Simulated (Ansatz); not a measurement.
Input:

End structure of a constructed model of the (110) surface of bcc Mo, a cell of two sites (a+b, b-a) surface alloy, Al on one Mo site of the top plane (bottom of the slab: a bare face, its two planes held):

```
CELL_PARAMETERS angstrom
      1.82490     2.58080     0.00000
     -3.64980     2.58080     0.00000
      0.00000     0.00000    27.50000
ATOMIC_POSITIONS crystal
  Mo 0.50000 0.00000 0.29861
  Mo 0.00000 0.50000 0.29861
  Mo 0.00000 0.00000 0.37989
  Mo 0.50000 0.50000 0.37989
  Mo 0.50000 0.00000 0.46084
  Mo 0.00000 0.50000 0.46158
  Mo 0.00000 0.00000 0.54302
  Mo 0.50000 0.50000 0.54201
  Mo 0.50000 0.00000 0.62084
  Mo 0.00000 0.50000 0.62684
  Al 0.00000 0.00000 0.70304
  Mo 0.50000 0.50000 0.70032
```

Slab: 12 atoms, 11.1 Å thick at the start with caps and adatoms (thin: gaps and levels are the slab's own); k 12x9x1, smearing 0.1 eV, dipole-corrected; 4 atoms held, the rest relaxed; symmetry of the start imposed; no spin, no spin-orbit, no U. It is one candidate, not shown to be the stable structure of the face.

Problem. Predict the work function of the top face from PBE in Ansatz (an electronic-structure program).

Solution. 4.37 eV
